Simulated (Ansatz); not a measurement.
We consider spinel CoV₂O₄, described by PBEsol in Ansatz (PAW).

Numerical settings: plane-wave cutoff 520 eV, 12×12×12 k mesh, Fermi–Dirac smearing 0.05 eV, spin-polarised with parallel moments, scalar-relativistic PAW data made under PBE.

Results at a series of volumes:

```
V (Å³/atom)  E − E_lowest (meV/atom)
-----------  -----------------------
9.585                          10.01
9.784                           2.43
9.984                           0.00
10.184                          2.30
10.383                          8.93
```

**Question.** Fit the third-order Birch–Murnaghan equation and give B0 and B′.

**Answer.** V0 = 9.984 Å³/atom, B0 = 189 GPa, B′ = 3.3 (fit to the energies at full precision).

Note: the magnetic order was assumed, not searched for or taken from measurement; the volume lies 6 % below that of the published cell; functionals without U or exact exchange can leave correlated insulators metallic, so the missing gap need not be real.

The computed numbers hold no vibrational or temperature effects.

Ansatz is an electronic-structure program.
